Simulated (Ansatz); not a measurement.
Data:

```
ScGe
1.0
    1.98578    -5.00203     0.00000
    1.98578     5.00203     0.00000
    0.00000     0.00000     3.73846
Sc Ge
2 2
Cartesian
  1.98578  -3.63542   2.80385
  1.98578   3.63542   0.93462
  1.98578  -0.89718   2.80385
  1.98578   0.89718   0.93462
```

These are PBEsol, DFPT electron-phonon coupling, linearised Boltzmann equation (plane waves, PAW, scalar-relativistic; Ansatz, a program for electronic structure) values and carry that method's errors. Geometry: relaxed with this functional, without spin-orbit coupling.

Problem. Predict the intrinsic resistivity at 300 K.

Solution. 57 (x), 30 (y), 10.2 (z) μΩ·cm.

Problem. And the electrons' mean free path at that temperature?

Solution. 8.7 (x), 9.5 (y), 7.8 (z) nm, weighted by the current that each state carries. Wires not much wider than this gain resistivity from their walls.

A metal at this level (no band gap). Only scattering by harmonic phonons is included (no impurities, grain boundaries, electron-electron scattering or thermal expansion). Spin-orbit coupling is left out. Halving the electron mesh (24x24x24) moves the resistivity by up to 3 % at 300 K, the mean free path by up to 2 %. Smearing 0.20 eV; phonons on a 4x4x4 q mesh, which this run doesn't test.
